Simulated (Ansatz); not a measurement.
Defect: interstitial Cu in silicon with all lengths changed by -1 %, charge state +1. The step: one Cu atom jumps by itself; the atom moves 2.35 Å along (0.25, -0.25, -0.25) of the unit cell; the moving atom starts with neighbours 3 Si at 2.42, Si at 2.43, 3 Si at 2.72, 3 Si at 2.73 Å and ends with 3 Si at 2.42, Si at 2.43, 3 Si at 2.72, 3 Si at 2.73 Å. DFT values are from Ansatz (plane-wave PAW, 420 eV unless said) in a cell of 64 host sites, spin-restricted, static, with no finite-size correction. The charge state is imposed; whether it is stable for some Fermi level was not computed. Sites that were not tried may lie lower. For the PBE band: the saddle point's order was not checked, and it lies on a symmetry element of the cell, where a band can be held.

```tsv
Level	Forward barrier (eV)	Cost of the band or of the saddle's single point
CHGNet universal potential (has no charge state), its own band	0.04	-
PBE, a 2×2×2 k-point mesh shifted by half a step, band relaxed	0.17	roughly 27 core-minutes
PBE, a 3×3×3 k-point mesh shifted by half a step, same geometries	0.17	very roughly 4 core-minutes
```

Ansatz is a quantum-chemistry and plane-wave program.
